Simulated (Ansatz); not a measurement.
InSb: response to strain

Take InSb in the zinc blende structure (space group F-43m, No. 216) as the base.

```
InSb
1.0
    0.00000     3.25944     3.25944
    3.25944     0.00000     3.25944
    3.25944     3.25944     0.00000
In Sb
1 1
Direct
  0.00000   0.00000   0.00000
  0.25000   0.25000   0.25000
```

Strains are applied to the cell and any free atomic positions relax.

Level of theory: PBEsol (Ansatz, a first-principles code, PAW, no spin-orbit coupling).

Candidates:
(a) isotropic strain +3.00 %
(b) isotropic strain −3.00 %
(c) isotropic strain −1.50 %
(d) isotropic strain −2.00 %
(e) isotropic strain +2.00 %

Notes on the quantities. energy relative to the base: free energy F.

Task: Order them by energy relative to the base, lowest first.

Result: (c) isotropic strain −1.50 % (+9.9 meV/atom), (e) isotropic strain +2.00 % (+15 meV/atom), (d) isotropic strain −2.00 % (+18 meV/atom), (a) isotropic strain +3.00 % (+33 meV/atom), (b) isotropic strain −3.00 % (+42 meV/atom)

Whether these cells are dynamically stable was not tested. All final runs are without spin polarisation.
